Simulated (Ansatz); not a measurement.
Input and output of a self-consistent single point for ScF₃ (R3, 4 atoms in the cell) (Ansatz, a first-principles code).

Method: LDA (PW92), default PAW files made with PBE (plane waves; Ansatz).

The change in words: lattice scaled by 0.98; kpoints.mp_grid.grid: 6 6 6 → 14 14 14. Reference geometry:
```yaml
crystal:
  lattice:
    - [2.86541, 1.65434, 2.33814]
    - [-2.86541, 1.65434, 2.33814]
    - [0.00000, -3.30869, 2.33814]
  atoms:
    - { symbol: Sc, position: [0.00713, 0.00713, 0.00713] }
    - { symbol: F, position: [0.50000, 0.00193, 0.99807] }
    - { symbol: F, position: [0.99807, 0.50000, 0.00193] }
    - { symbol: F, position: [0.00193, 0.99807, 0.50000] }
```

Reference input (self-consistent single point, DFT, LDA (PW92), plane waves, default PAW files made with PBE): basis.ecutwfc = 420 eV; kpoints.mp_grid.grid = 6 6 6; hamiltonian.xc = lda; hamiltonian.pseudopotentials = {kind: paw} (the program's default PAW files); scf.occupations.method = fixed. This run's input differs from it in these lines:

Ansatz 0.2 input:
```diff
@@ -3,5 +3,5 @@
   lattice:
-    - [2.865411, 1.654345, 2.338140]
-    - [-2.865411, 1.654345, 2.338140]
-    - [0.000000, -3.308691, 2.338140]
+    - [2.808103, 1.621258, 2.291377]
+    - [-2.808103, 1.621258, 2.291377]
+    - [0.000000, -3.242517, 2.291377]
   atoms:
@@ -15,3 +15,3 @@
   mp_grid:
-    grid: [6, 6, 6]
+    grid: [14, 14, 14]
 hamiltonian:
```

Log, with long lists cut:

```
SCF iter   1: F=—  HF=-4477.833863 eV  |F-HF|=—  |Δ(HF+E_count)|=         —  Δρ=1.84e-2  dr2=1.53e-1  ethr=1.77e-3  ⟨swp⟩=3.5  Hψ=38307  notcnv=0  defer=559
all-band conjugate gradients solve this SCF's bands
preconditioner: auto → Resta (q_TF=auto, 2.440 Å⁻¹)
SCF iter   2: F=—  HF=-4477.794358 eV  |F-HF|=—  |Δ(HF+E_count)|=   3.95e-2  Δρ=5.88e-3  dr2=8.33e-3  ethr=4.77e-4  ⟨swp⟩=2.0  Hψ=18178  notcnv=0  defer=740
   [... lines left out ...]
SCF iter   4: F=—  HF=-4477.791504 eV  |F-HF|=—  |Δ(HF+E_count)|=   3.88e-4  Δρ=3.18e-4  dr2=4.82e-5  ethr=4.04e-6  ⟨swp⟩=2.6  Hψ=16964  notcnv=0  defer=912
SCF iter   5: F=—  HF=-4477.791500 eV  |F-HF|=—  |Δ(HF+E_count)|=   3.36e-6  Δρ=3.84e-5  dr2=1.24e-6  ethr=1.51e-7  ⟨swp⟩=2.0  Hψ=13939  notcnv=0  defer=55
SCF iter   6: F=—  HF=-4477.791502 eV  |F-HF|=—  |Δ(HF+E_count)|=   1.55e-6  Δρ=1.21e-5  dr2=1.18e-7  ethr=3.13e-10  ⟨swp⟩=6.6  Hψ=41866  notcnv=0
SCF iter   7: F=-4477.791502 eV  HF=-4477.791502 eV  |F-HF|=1.65e-8  |Δ(HF+E_count)|=   1.20e-7  Δρ=2.80e-6  dr2=5.96e-9  ethr=3.13e-10  ⟨swp⟩=5.0  Hψ=36378  notcnv=0
SCF 1 converged in 7 iterations: F = -4477.791502 eV  dr2 = 5.96e-9
Free energy (F): -4477.791502 eV
Internal energy: -4477.791502 eV  (E = F + TS)
E sigma→0 (E₀):  -4477.791502 eV
Fermi energy:    -0.366466 eV
--- Forces (eV/Å), atoms counted from 1 ---
  atom   1  Sc     0.00000000     0.00000004    -0.49563713
  atom   2  F      0.20163973     0.10331428     0.16521893
  atom   3  F     -0.19029267     0.12296797     0.16521893
  atom   4  F     -0.01134706    -0.22628228     0.16521890
--- Stress (GPa, compression-positive) ---
        0.362384       0.000000      -0.000000
       -0.000000       0.362384       0.000000
       -0.000000       0.000000       0.285488
  P = ⅓ Tr σ = 0.3368 GPa (3.368 kbar)
  The stress holds the Pulay correction. Without it, at fixed plane waves, as pw.x and ABINIT print it: P = -0.4377 GPa
```

The run converged in 7 iterations. Against the reference run the free energy goes down by 16.3 meV/atom, the pressure goes from -5.38 to 0.34 GPa, the largest force goes from 0.354 to 0.496 eV/Å and the gap on the mesh goes from 6.089 to 6.397 eV.

The starting cell comes from a database of computed structures (which also holds hypothetical and non-ambient phases and stackings), without a prior relaxation at this level. Its lattice was rescaled by up to half a per cent. One atom was moved a little off its site on purpose. For this run, on top of that: lattice scaled by 0.98. Ansatz's pressure includes its estimate of the finite-basis (Pulay) stress. Without the estimate this run gives -0.44 GPa.

Cost on one core of a shared machine: roughly 40 s.
